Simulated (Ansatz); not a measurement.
The starting structures come from a database of crystals and need not be the phases stable at ambient conditions.

By PBEsol, the system below comes out a metal.

A figure of merit of an interconnect metal is its ballistic conductance per area.

Data:

```
CELL_PARAMETERS angstrom
      3.24737     0.00000     0.00000
      0.00000     4.59247     0.00000
      0.00000     2.29624     2.29624
ATOMIC_POSITIONS crystal
  Hf 0.00000 0.00000 0.00000
  Tc 0.50000 0.50000 0.00000
```

Space group of this cell: Pm-3m, CsCl type. The cell is taken as given; by PBEsol its mean pressure is -3.7 GPa.

The current flows along the normal of the first two printed cell vectors, the (110) plane of the conventional cell. No spin-orbit coupling; the value is a mean over 0.1 eV about the Fermi level.

Task: Predict the ballistic conductance per area from PBEsol (Ansatz, an electronic-structure program).

Result: 1.2 × 10¹⁵ S/m² for both spins.
